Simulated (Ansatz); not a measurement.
Take InSb in the zinc blende structure (space group F-43m, No. 216; a = 6.5561 Å) as the base. Axes: x, y, z lie along the cube axes.

The values are results of r2SCAN in Ansatz (plane waves to 500 eV, PAW, without spin-orbit coupling), not measurements.

For the base:

The shortest interatomic distance is 2.839 Å.

The change: tensile biaxial strain of 2.00 % in the plane normal to [001], as in epitaxy on a mismatched substrate; the out-of-plane cell vector and the atoms relax.

Q: Predict the new energy relative to the base.

A: The energy grows by 5.2 meV/atom.

Q: Estimate the effect on the shortest interatomic distance.

A: The shortest interatomic distance rises by 0.018 Å, from 2.839 Å to 2.857 Å.

Whether these cells are dynamically stable was not tested. The final runs are not spin-polarised.

Ansatz is a quantum-chemistry and plane-wave program.
